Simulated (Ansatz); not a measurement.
**Ta2N (model structure, started from the Cu2Sb type, P4/nmm, No. 129, 6 atoms in the cell): equilibrium lattice constant a by level of theory**

No measured value is used here.

```
level (code)         value (Å)
-------------------  ---------
PBE (Ansatz)                 …
PBEsol (Ansatz)          3.602
PBE-D3(BJ) (Ansatz)      3.611
```

Task: Some entries are withheld; supply them.

Result: 
- PBE (Ansatz, a quantum-chemistry and plane-wave program), value (Å): 3.655

Density-functional levels without +SOC have no spin–orbit coupling. Ansatz's density-functional and Hartree–Fock values are scalar-relativistic unless marked +SOC, with PAW data made under PBE.

A model structure was made by putting elements into a prototype or built by hand; it is no filed structure, need not be a known phase, and can be a saddle point held by its symmetry.
